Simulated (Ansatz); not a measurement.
**C, response to strain**

Start from C in the diamond structure (space group Fd-3m, No. 227; a = 3.532 Å). Axes: x, y, z lie along the cube axes.

Strains are applied to the cell and any free atomic positions relax.

Level of theory: Kohn–Sham DFT with the LDA functional, run in Ansatz (an electronic-structure program) with PAW and 420 eV plane waves, no spin-orbit coupling.

Candidates:
(a) uniaxial strain ε_zz = −1.00 %
(b) uniaxial strain ε_zz = −2.50 %
(c) uniaxial strain ε_zz = +0.50 %

Base values:

The band gap comes out as 4.17 eV.

### Question
Order them by band gap, highest first.

### Answer
(c) uniaxial strain ε_zz = +0.50 % (4.10 eV), (a) uniaxial strain ε_zz = −1.00 % (3.93 eV), (b) uniaxial strain ε_zz = −2.50 % (3.57 eV)

Gaps are Kohn–Sham eigenvalue differences; semilocal functionals usually give less than the measured gap. No phonon test of stability was made.
